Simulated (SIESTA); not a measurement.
Worked example: self-consistent single point of YMg₃ (P1, 4 atoms in the cell) in SIESTA.

Computed with GGA PBEsol, numerical atomic orbitals DZP, PseudoDojo PBEsol standard norm-conserving potentials (rewritten from UPF to PSML) in SIESTA.

```xyz
4
Lattice="-1.6384 5.4967 2.8794 1.6384 -5.4967 2.8794 1.6384 5.4967 -2.8794" Properties=species:S:1:pos:R:3 pbc="T T T"
Y     -0.0019     0.0147     3.8015
Mg     1.6260    -0.0026     0.9260
Mg     0.0545     8.1580     0.1180
Mg    -0.0402     2.8233    -0.0464
```

Reference input (self-consistent single point, DFT, GGA PBEsol, numerical atomic orbitals DZP, PseudoDojo PBEsol standard norm-conserving potentials (rewritten from UPF to PSML)): XC.functional = GGA; XC.authors = PBEsol; potentials = PseudoDojo PBEsol standard; PAO.BasisSize = DZP; PAO.EnergyShift = 0.01 Ry; MeshCutoff = 400 Ry; kgrid.MonkhorstPack = 4 7 6; OccupationFunction = FD; ElectronicTemperature = 580.23 K; MaxSCFIterations = 150; SCF.Mixer.Method = Broyden; SCF.Mixer.Weight = 0.1. This run's input differs from it in these lines:

```diff
@@ -35,3 +35,3 @@
 OccupationFunction           FD
-ElectronicTemperature        580.23 K
+ElectronicTemperature        1160.45 K
```

The program printed (abridged):

```
        iscf     Eharris(eV)        E_KS(eV)     FreeEng(eV)     dDmax    Ef(eV) dHmax(eV)
   scf:    1    -5938.120416    -5946.983875    -5947.094998  1.715030 -3.625422  4.473567
   scf:    2    -5947.483327    -5947.258811    -5947.366501  0.052274 -3.578298  3.650109
   scf:    3    -5947.521982    -5947.449722    -5947.552549  0.081353 -3.518251  2.035427
   scf:    4    -5947.557794    -5947.512375    -5947.618549  0.090412 -3.588568  0.246094
   scf:    5    -5947.514282    -5947.514121    -5947.620846  0.011555 -3.601600  0.157761
   [... 7 lines left out ...]
   scf:   13    -5947.516410    -5947.516410    -5947.622322  0.000023 -3.599151  0.000651
   scf:   14    -5947.516410    -5947.516410    -5947.622322  0.000018 -3.599178  0.000491
   scf:   15    -5947.516410    -5947.516410    -5947.622322  0.000015 -3.599200  0.000363
   scf:   16    -5947.516409    -5947.516409    -5947.622322  0.000009 -3.599217  0.000296
SCF Convergence by DM+H criterion
max |DM_out - DM_in|         :     0.0000094382
max |H_out - H_in|      (eV) :     0.0002958606
SCF cycle converged after 16 iterations

Using DM_out to compute the final energy and forces

siesta: E_KS(eV) =            -5947.5164

siesta: E_KS - E_eggbox =     -5947.5164

siesta: Atomic forces (eV/Ang):
     1    0.006590   -0.225665    0.121994
     2    0.034511    0.070192    0.070870
     3   -0.137262    0.570274   -0.496415
     4    0.099630   -0.408911    0.299536
   Tot    0.003468    0.005891   -0.004015
   Max    0.570274
   Res    0.279035    sqrt( Sum f_i^2 / 3N )
   Max    0.570274    constrained

Stress tensor Voigt[x,y,z,yz,xz,xy] (kbar):        1.82        6.62        5.40       -0.37       -2.08        2.80
(Free)E + p*V (eV/cell)    -5947.9211
   [... lines left out ...]
siesta: FreeEng =     -5947.622322
siesta: Cell volume =        103.724701 Ang**3
siesta:          -4.61441671        -25.12245381  kBar
   [... lines left out ...]
              0.311
   4 10.062   1.995   1.222  -0.168   2.019   2.015   2.015   0.346   0.313
              0.306

mulliken: Qtot =       41.000

Mulliken Atomic Populations:
Atom #   charge [q] valence [e]  Species
     1     0.207744   10.792256  Y
     2    -0.098232   10.098232  Mg
     3    -0.047693   10.047693  Mg
     4    -0.061819   10.061819  Mg
 Total     0.000000
```

The run converged in 16 iterations. Against the reference run the free energy goes down by 10.2 meV/atom, the pressure moves little (-0.48 to -0.46 GPa) and the largest force hardly changes (0.766 to 0.768 eV/Å).

The starting cell comes from a database of computed structures (which also holds hypothetical and non-ambient phases and stackings), without a prior relaxation at this level. Its atoms were displaced at random from the sites of space group no. 44. Values carry the incompleteness of an atom-centred basis.

Cost on one core of a shared machine: roughly 2 min.
